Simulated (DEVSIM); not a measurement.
System: Schottky contact on p-type Ge, at 400 K.

Layer 1 from the left is Ge, thickness (μm) 13.0, Na (cm⁻³) 1.4e16, τn (s) 2.4e-6, τp (s) 2.4e-6.

Left contact: Schottky, work function 4.094 eV, emission velocity 2.5e6 cm/s. Right contact: ohmic. Voltage is applied to the left contact. Recombination: SRH at mid-gap. Mobility is μmin + (μ − μmin)/(1 + (N/Nref)^α).

This is a model device: material constants are rounded textbook-type values typed into the input, and sizes, dopings and lifetimes were drawn at random. Values at 300 K; Nc and Nv go as T^1.5, mobilities as T to minus their exponent, the gap by Varshni's rule with the affinity fixed.

Ge: gap (eV) 0.664, affinity (eV) 4, permittivity 16, Nc (cm⁻³) 1.04e19, Nv (cm⁻³) 6e18, μn (cm²/Vs) 3900, μp (cm²/Vs) 1900, μn,min 150, μp,min 100, Nref,n 2.6e17, Nref,p 4e17, αn 0.56, αp 0.6, T exponent of μn 1.66, T exponent of μp 2.33, Varshni α (eV/K) 0.000477, Varshni β (K) 235.

Simulated with DEVSIM: 1D drift-diffusion, Boltzmann statistics, complete ionisation; no tunnelling, impact ionisation, image-force lowering or self-heating. Metal contacts follow the ideal Schottky-Mott rule: no Fermi-level pinning, no interface dipoles.

**Question.** What does the simulation give for the potential step across the device at zero bias, the dark forward voltage at 100 A/cm²?

**Answer.** potential step across the device at zero bias 0.307 V; dark forward voltage at 100 A/cm² 0.154 V.
